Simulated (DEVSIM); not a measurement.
Structure: Ti/Al2O3/n-Ge capacitor, at 250 K.

| layer (left to right) | material | thickness (nm) | Nd (cm⁻³) |
|---|---|---|---|
| 1 | Al2O3 | 2.80 | - |
| 2 | Ge | 640 | 8.6e17 |

Metal gate on the left, work function 4.33 eV. Fixed charge at the semiconductor interface 4.3e10 cm⁻² (in units of +e); no interface traps.

Constants are typed, rounded textbook-type inputs, not results; the design itself was drawn at random and stands for no fabricated device. Values at 300 K; Nc and Nv go as T^1.5, mobilities as T to minus their exponent, the gap by Varshni's rule with the affinity fixed.

```tsv
parameter	Al2O3	Ge
gap (eV)	6.8	0.664
affinity (eV)	1.35	4
permittivity	9	16
Nc (cm⁻³)	-	1.04e19
Nv (cm⁻³)	-	6e18
Varshni α (eV/K)	-	0.000477
Varshni β (K)	-	235
```

DEVSIM, 1D Poisson equation in equilibrium, Boltzmann statistics, complete ionisation; no quantum confinement or tunnelling. Metal contacts follow the ideal Schottky-Mott rule: no Fermi-level pinning, no interface dipoles.

Base results: flat-band voltage (V) 0.28; capacitance of the dielectric stack (μF/cm²) 2.85; threshold voltage (band bending 2φF) (V) -0.49; minimum of the low-frequency capacitance (μF/cm²) 0.392.

**Question.** What follows from this one change: substrate doping 8.6e+17 → 4.3e+16 cm^-3?

**Answer.** flat-band voltage 0.28 → 0.22 V; capacitance of the dielectric stack little changed (2.85 μF/cm²); threshold voltage (band bending 2φF) -0.49 → -0.29 V; minimum of the low-frequency capacitance 0.392 → 0.113 μF/cm².

**Question.** What follows from this one change: fixed charge 4.3e+10 → 4.543e+12 cm^-2?

**Answer.** flat-band voltage 0.28 → 0.03 V; capacitance of the dielectric stack little changed (2.85 μF/cm²); threshold voltage (band bending 2φF) -0.49 → -0.74 V; minimum of the low-frequency capacitance little changed (0.391 μF/cm²).

**Question.** What follows from this one change: interface trap density 0 → 3e+11 cm^-2 eV^-1?

**Answer.** flat-band voltage little changed (0.28 V); capacitance of the dielectric stack little changed (2.85 μF/cm²); threshold voltage (band bending 2φF) little changed (-0.49 V); minimum of the low-frequency capacitance 0.392 → 0.427 μF/cm².

**Question.** What follows from this one change: Al2O3 thickness 0.0028 → 0.0015 μm?

**Answer.** flat-band voltage little changed (0.28 V); capacitance of the dielectric stack 2.85 → 5.31 μF/cm²; threshold voltage (band bending 2φF) -0.49 → -0.41 V; minimum of the low-frequency capacitance 0.392 → 0.420 μF/cm².

**Question.** What follows from this one change: gate work function 4.33 → 4.63 eV?

**Answer.** flat-band voltage 0.28 → 0.58 V; capacitance of the dielectric stack little changed (2.85 μF/cm²); threshold voltage (band bending 2φF) -0.49 → -0.19 V; minimum of the low-frequency capacitance little changed (0.392 μF/cm²).
